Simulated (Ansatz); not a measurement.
We consider CuF₂ (P2₁/c, No. 14), described by r²SCAN-D4 in Ansatz (plane waves, PAW).

Run with plane-wave cutoff 500 eV, 14×10×10 k mesh (along the axes of the cell as run), gaussian smearing 0.02 eV, spin-polarised start, scalar-relativistic PAW data made under PBE.

Computed at the level's own relaxed cell.

**Question.** Estimate the volume per atom and band gap that the calculation returns.

**Answer.** 
- volume per atom: 11.32 Å³/atom
- band gap: 0.72 eV (on the SCF k mesh)

Note: the magnetic order was assumed, not searched for or taken from measurement.

Ansatz is a first-principles code.
